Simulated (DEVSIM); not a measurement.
Device: Schottky contact on n-type ZnO, at 400 K.

Layer 1 from the left is ZnO, thickness (μm) 0.650, Nd (cm⁻³) 3e17, τn (s) 7.7e-9, τp (s) 7.7e-9. Layer 2 from the left is ZnO, thickness (μm) 11.0, Nd (cm⁻³) 1.6e18, τn (s) 7.7e-9, τp (s) 7.7e-9.

Left contact: Schottky, work function 6.13 eV, emission velocity 4.8e6 cm/s. Right contact: ohmic. Voltage is applied to the left contact. Recombination: SRH at mid-gap, radiative, Auger. Mobility is μmin + (μ − μmin)/(1 + (N/Nref)^α).

This is a model device: material constants are rounded textbook-type values typed into the input, and sizes, dopings and lifetimes were drawn at random. Values at 300 K; Nc and Nv go as T^1.5, mobilities as T to minus their exponent, the gap by Varshni's rule with the affinity fixed.

ZnO: gap (eV) 3.37, affinity (eV) 4.5, permittivity 8.7, Nc (cm⁻³) 3.7e18, Nv (cm⁻³) 1.8e19, μn (cm²/Vs) 200, μp (cm²/Vs) 20, μn,min 20, μp,min 2, Nref,n 1e18, Nref,p 1e18, αn 0.6, αp 0.6, T exponent of μn 1.5, T exponent of μp 1.5, B (cm³/s) 1e-10, Cn (cm⁶/s) 1e-31, Cp (cm⁶/s) 1e-31, Varshni α (eV/K) 0.00055, Varshni β (K) 900.

Simulated with DEVSIM: 1D drift-diffusion, Boltzmann statistics, complete ionisation; no tunnelling, impact ionisation, image-force lowering or self-heating. Metal contacts follow the ideal Schottky-Mott rule: no Fermi-level pinning, no interface dipoles.

Dark forward current:

```
|V| (V)  |J| (A/cm²)
-------  -----------
0.10       1.945e-13
0.15       8.650e-13
0.20       3.718e-12
0.25       1.586e-11
0.30       6.752e-11
0.35       2.873e-10
0.40        1.222e-9
0.45        5.197e-9
0.50        2.209e-8
0.55        9.392e-8
0.60        3.991e-7
0.65        1.695e-6
0.70        7.199e-6
0.75        3.056e-5
0.80       0.0001296
0.85       0.0005496
0.90        0.002328
0.95        0.009853
1.00         0.04165
1.05          0.1757
1.10          0.7393
1.15           3.089
1.20           12.65
1.25           48.57
1.30           157.5
1.35           387.8
```

Work out the local ideality factor n = ΔV / (kT/q · ln(J2/J1)) between the rows 0.15 and 0.20 V, 1.30 and 1.35 V.

kT/q = 34.47 mV. From 0.15 to 0.20 V: ln(3.718e-12/8.650e-13) = 1.458, n = 0.99, near the 1 of diffusion or emission over a barrier. From 1.30 to 1.35 V: ln(387.8/157.5) = 0.901, n = 1.61; the layers' resistance at their doping, Σ W/(qμN) = 8.3e-5 Ω cm², would take 19 mV of this step of 50 mV.

Estimate the current at 0.65 V for emission alone, J0 = q v N_band exp(−φB/kT), and read the barrier back from the simulated current.

φB = 1.630 eV, N_band = 5.70e18 cm⁻³, J0 = 1.27e-14 A/cm²; J = J0 (exp(qV/kT) − 1) = 1.97e-6 A/cm². The simulation gives 1.70e-6 A/cm²; the estimate lies 16 % above. Read backwards, the simulated current gives an apparent barrier of 1.635 eV. The estimate leaves out transport through the depletion region and minority injection.
